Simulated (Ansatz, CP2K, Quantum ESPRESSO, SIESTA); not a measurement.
**NiO₂ (P1, 3 atoms in the cell) computed with different codes at matched settings**

Self-consistent single point, at a second geometry (atoms moved at random). First geometry:

```
NiO2
1.0
    2.72993     0.00000     0.00000
   -1.36496     2.36419     0.00000
    0.00000     0.00000     4.50466
Ni O
1 2
Direct
  0.00000   0.00000   0.50000
  0.66667   0.33333   0.70604
  0.33333   0.66667   0.29396
```

Second geometry:
```xyz
3
Lattice="2.7299 0.0000 0.0000 -1.3650 2.3642 0.0000 0.0000 0.0000 4.5047" Properties=species:S:1:pos:R:3 pbc="T T T"
Ni    -0.0246    -0.0165     2.2720
O      1.3903     0.8022     3.1809
O     -0.0007     1.5784     1.3041
```

Shared settings, as Ansatz (a first-principles code) writes them: kpoints.mp_grid.grid = 11 11 6; scf.occupations.method = fixed. Potentials and cutoffs stand in the table.

```
code                                                                                                                                 model  ΔF from the first geometry (meV/atom)  pressure (GPa)  largest force (eV/Å)  gap on the mesh (eV)       cutoff
----------------  ------------------------------------------------------------------------------------------------------------------------  -------------------------------------  --------------  --------------------  --------------------  -----------
CP2K                                                  LDA (Pade form), GPW, DZVP-MOLOPT-SR-GTH basis, GTH-PADE potentials (GTH_POTENTIALS)                                   14.2            3.84                 1.683                 0.857  grid 600 Ry
Ansatz                                                                                                 LDA (PW92), PAW files made with PBE                                   15.2            2.15                 1.654                 0.860      default
SIESTA            LDA PW92, numerical atomic orbitals DZP, PseudoDojo LDA standard norm-conserving potentials (rewritten from UPF to PSML)                                   12.6            4.50                 1.748                 0.781  grid 300 Ry
Quantum ESPRESSO                                                                       LDA (PZ), GBRV 1.5 ultrasoft (LDA) pseudopotentials                                   14.9            4.20                 1.716                 0.914        50 Ry
```

Size of the force on each atom (eV/Å): Sizes of forces hide their directions.

| code | Ni1 | O2 | O3 |
|---|---|---|---|
| CP2K | 1.683 | 1.174 | 0.527 |
| Ansatz | 1.654 | 1.032 | 0.651 |
| SIESTA | 1.748 | 1.422 | 0.412 |
| Quantum ESPRESSO | 1.716 | 1.148 | 0.573 |

Gaps are read on the mesh.

The spread over the programs that give each value: ΔF from the first geometry within 2.6 meV/atom; pressure within 2.35 GPa; largest force within 0.094 eV/Å; gap on the mesh within 0.133 eV.

CP2K and SIESTA use small atom-centred bases, whose incompleteness enters pressures, forces and empty levels differently from a plane-wave cutoff. Ansatz's pressure is given at a fixed set of plane waves, as the other plane-wave codes print theirs; with its correction for the finite basis it is 2.92 GPa (the shift of 0.77 GPa shows how far the cutoff is from converged). The same LDA comes in different parametrisations, which differ slightly. In the force vectors, CP2K (by 0.140) and SIESTA (by 0.458) lie more than 0.08 eV/Å from the median of the plane-wave programs.

The starting cell comes from a database of computed structures (which also holds hypothetical and non-ambient phases and stackings), without a prior relaxation at this level. Its lattice was rescaled by a random factor within 2.5 % of one. For this run, on top of that: atoms moved at random.

Keys are those of Ansatz 0.2.
